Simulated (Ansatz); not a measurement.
## Response to strain in Sn

The reference is Sn in the diamond structure (space group Fd-3m, No. 227; a = 6.5665 Å). Axes: x, y, z lie along the cube axes.

Strains are applied to the cell and any free atomic positions relax.

Computed with r2SCAN (Ansatz, a first-principles code; PAW; 500 eV plane waves; without spin-orbit coupling).

Notes on the quantities. energy relative to the base: free energy F.

| variant | shortest interatomic distance | energy relative to the base |
|---|---|---|
| base | 284.3 pm | 0 meV/atom |
| tensor shear ε_xy = +2.00 % | 283.1 pm | +5.4 meV/atom |
| tensor shear ε_xy = +0.86 % | 283.8 pm | +1.0 meV/atom |
| tensor shear ε_xy = +1.71 % | 283.3 pm | +3.9 meV/atom |
| tensor shear ε_xy = +0.29 % | 284.1 pm | +0.1 meV/atom |
| tensor shear ε_xy = +1.14 % | 283.6 pm | +1.8 meV/atom |
| tensor shear ε_xy = +0.57 % | 284.0 pm | +0.4 meV/atom |
| tensor shear ε_xy = +1.43 % | 283.4 pm | +2.8 meV/atom |

Stability against distortions was not tested.
